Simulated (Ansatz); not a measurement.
Faces of tetragonal WSi2 in 1x1 cells, as slabs relaxed from ideal cuts; for each face the lowest of the symmetric, stoichiometric cuts and spin starts that were computed. The slabs keep the symmetry of their cuts; real faces may buckle, or reconstruct in larger cells. No spin-orbit coupling, no Hubbard U.

Level of theory: PBE (plane waves to 420 eV, PAW; Ansatz, a first-principles code).

```json
[
 {"face": "(001)", "cell area (Å²)": "10.43", "outermost plane spacing of the ideal cut (Å)": "1.30", "γ unrelaxed (J/m²)": "2.52", "γ relaxed (J/m²)": "2.50", "work function, top face (eV)": "[?]"},
 {"face": "(100)", "cell area (Å²)": "25.41", "outermost plane spacing of the ideal cut (Å)": "1.61", "γ unrelaxed (J/m²)": "2.82", "γ relaxed (J/m²)": "2.66", "work function, top face (eV)": "4.94"},
 {"face": "(101)", "cell area (Å²)": "13.73", "outermost plane spacing of the ideal cut (Å)": "1.00", "γ unrelaxed (J/m²)": "2.24", "γ relaxed (J/m²)": "2.11", "work function, top face (eV)": "5.01"},
 {"face": "(102)", "cell area (Å²)": "32.87", "outermost plane spacing of the ideal cut (Å)": "0.42", "γ unrelaxed (J/m²)": "2.45", "γ relaxed (J/m²)": "2.32", "work function, top face (eV)": "[?]"},
 {"face": "(110)", "cell area (Å²)": "17.96", "outermost plane spacing of the ideal cut (Å)": "2.28", "γ unrelaxed (J/m²)": "2.43", "γ relaxed (J/m²)": "2.27", "work function, top face (eV)": "4.33"},
 {"face": "(112)", "cell area (Å²)": "20.77", "outermost plane spacing of the ideal cut (Å)": "0.65", "γ unrelaxed (J/m²)": "2.76", "γ relaxed (J/m²)": "[?]", "work function, top face (eV)": "4.73"},
 {"face": "(201)", "cell area (Å²)": "51.87", "outermost plane spacing of the ideal cut (Å)": "0.26", "γ unrelaxed (J/m²)": "3.23", "γ relaxed (J/m²)": "3.00", "work function, top face (eV)": "[?]"},
 {"face": "(211)", "cell area (Å²)": "28.88", "outermost plane spacing of the ideal cut (Å)": "0.48", "γ unrelaxed (J/m²)": "2.49", "γ relaxed (J/m²)": "2.31", "work function, top face (eV)": "4.58"}
]
```

Q: Complete the blanks.

A: 
- (001), work function, top face (eV): 4.50
- (102), work function, top face (eV): 4.68
- (112), γ relaxed (J/m²): 2.40
- (201), work function, top face (eV): 4.71
